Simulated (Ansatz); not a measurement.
The structure below was relaxed with plane-wave PAW DFT at the PBEsol level (Ansatz, a first-principles code, 420 eV), without spin-orbit coupling, at pressure 0.7 GPa.

```yaml
crystal:
  lattice:
    - [-3.27083, 3.27083, 5.89596]
    - [3.27083, -3.27083, 5.89596]
    - [3.27083, 3.27083, -5.89596]
  atoms:
    - { symbol: Nb, position: [0.01682, 0.18469, 0.50000] }
    - { symbol: Nb, position: [0.98318, 0.81531, 0.50000] }
    - { symbol: Nb, position: [0.18469, 0.68469, 0.16786] }
    - { symbol: Nb, position: [0.81531, 0.31531, 0.83214] }
    - { symbol: Nb, position: [0.68469, 0.51682, 0.50000] }
    - { symbol: Nb, position: [0.31531, 0.48318, 0.50000] }
    - { symbol: Nb, position: [0.51682, 0.01682, 0.83214] }
    - { symbol: Nb, position: [0.48318, 0.98318, 0.16786] }
    - { symbol: Nb, position: [0.50000, 0.50000, 0.00000] }
    - { symbol: Nb, position: [0.00000, 0.00000, 0.00000] }
    - { symbol: Si, position: [0.12936, 0.62936, 0.75872] }
    - { symbol: Si, position: [0.87064, 0.37064, 0.24128] }
    - { symbol: Si, position: [0.62936, 0.87064, 0.50000] }
    - { symbol: Si, position: [0.37064, 0.12936, 0.50000] }
    - { symbol: Si, position: [0.75000, 0.75000, 0.00000] }
    - { symbol: Si, position: [0.25000, 0.25000, 0.00000] }
```

Question: Find the space group and the Wyckoff positions.

Answer: Space group I4/mcm (No. 140); a = b = 6.5417 Å, c = 11.7919 Å, α = β = γ = 90.00°

```tsv
atom	site	symmetry	x	y	z
Nb	16l	..m	0.3339	0.1661	0.1492
Nb	4c	4/m..	0.0000	0.0000	0.0000
Si	8h	m.2m	0.1294	0.3706	0.0000
Si	4a	422	0.0000	0.0000	0.2500
```

Question: Describe the coordination.

Answer: The crystal has 32 atoms in its conventional cell. Lattice parameters: a = b = 6.542 Å, c = 11.792 Å, α = β = γ = 90.00°. Nb1 is surrounded by 5 Si at 2.584–2.714 Å and 1 Nb at 2.839 Å and 5 Nb at 3.008–3.220 Å and 4 Nb at 3.450 Å. Nb2 is coordinated by 4 Si at 2.568 Å and 2 Si at 2.948 Å and 8 Nb at 3.008 Å. Si1 has 1 Si at 2.394 Å and 8 Nb at 2.568–2.625 Å. Si2 is surrounded by 8 Nb at 2.714 Å and 2 Nb at 2.948 Å. (Neighbours: up to the widest gap in distance over summed covalent radii, below 1.35, at either atom; cation-cation and far metal-metal contacts left out.)

Load acts through the strain it causes; cell and atoms are relaxed under it. Stability against distortions was not tested. All final runs are without spin polarisation. The cell was made from Nb5Si3 (space group I4/mcm, No. 140) by this change: pressure 0.7 GPa.
